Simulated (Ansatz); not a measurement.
Results of LDA in Ansatz (PAW) for Al2Cu (I4/mcm, No. 140).

Numerical settings: plane-wave cutoff 520 eV, 14×14×14 k mesh, Fermi–Dirac smearing 0.05 eV, no spin polarisation, scalar-relativistic PAW data made under PBE.

A third-order Birch–Murnaghan fit to the energies gives V0 = 14.037 Å³/atom, B0 = 115 GPa, B′ = 4.5.

```
V (Å³/atom)  P (GPa)
-----------  -------
13.476           [?]
13.757           [?]
14.038          0.00
14.318           [?]
14.599           [?]
```

Problem. Estimate the withheld pressures from this fit; the answers are the runs' own values.

Solution. 
- 13.476, P (GPa): 5.15
- 13.757, P (GPa): 2.44
- 14.318, P (GPa): -2.18
- 14.599, P (GPa): -4.14

The formula P = (3/2) B0 (x^(7/3) − x^(5/3)) [1 + (3/4)(B′ − 4)(x^(2/3) − 1)] with x = V0/V meets the computed pressures within 0.02 GPa when these rounded values are put in.

Shape and atoms are relaxed at each volume.

Note: the bulk modulus comes from volumes at which shape and atoms were relaxed.

Computed values are for the static lattice.

Ansatz is a first-principles code.
